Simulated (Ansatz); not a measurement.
Consider Bi2Te2Se (space group R-3m, No. 166; a = 4.304 Å, c = 30.843 Å (hexagonal axes); a cell from a computed database, its experimental status unchecked).

Modification: cell and atoms relaxed at a pressure of 0.7 GPa.

Levels (all Ansatz, a program for electronic structure, PAW): r2SCAN+rVV10 (500 eV, no spin-orbit coupling); HSE06 (420 eV, no SOC).

The geometry is relaxed with r2SCAN+rVV10.

- r2SCAN+rVV10 lowest conduction level above the VBM at special points = Γ 0.43 eV; T 0.93 eV; L 0.97 eV

With HSE06 at the same geometry, the lowest conduction level above the VBM at special points goes from Γ 0.43 eV; T 0.93 eV; L 0.97 eV to Γ 0.58 eV; T 1.12 eV; L 1.16 eV.

Single points use the geometry relaxed with r2SCAN+rVV10. Their cutoffs differ, which shifts pressures a little. The levels and masses belong to the bands next to the band gap. Load acts through the strain it causes; cell and atoms are relaxed under it. Stability against distortions was not tested.
